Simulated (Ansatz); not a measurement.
Response to strain in SiC

Base system: SiC in the wurtzite structure (space group P6_3mc, No. 186).

```yaml
crystal:
  lattice:
    - [3.05640, 0.00000, 0.00000]
    - [-1.52820, 2.64692, 0.00000]
    - [0.00000, 0.00000, 5.01582]
  atoms:
    - { symbol: Si, position: [0.33333, 0.66667, 0.99959] }
    - { symbol: Si, position: [0.66667, 0.33333, 0.49959] }
    - { symbol: C, position: [0.33333, 0.66667, 0.37541] }
    - { symbol: C, position: [0.66667, 0.33333, 0.87541] }
```

Cartesian axes are those of the cell as printed.

Strains are applied to the cell and any free atomic positions relax; under biaxial strain the out-of-plane vector relaxes too.

Method: LDA/PAW in Ansatz (an electronic-structure program), spin-orbit coupling left out.

| biaxial strain, plane normal [001], relaxed out of plane (%) | band gap (eV) |
|---|---|
| -3 | 1.70 |
| -2.4 | 1.79 |
| -1.8 | 1.88 |
| -1.2 | ? |
| -0.6 | 2.05 |
| 0 | 2.13 |

Q: Fit E_g = E₀ + Dε (ε in %) to the rows shown and predict the withheld row.

A: Least squares on the printed values gives E₀ = 2.13 eV, D = 143 meV per % of strain (largest residual 0.00 eV); this predicts 1.96 eV, and the run gives 1.97 eV, in agreement.

No phonon test of stability was made.
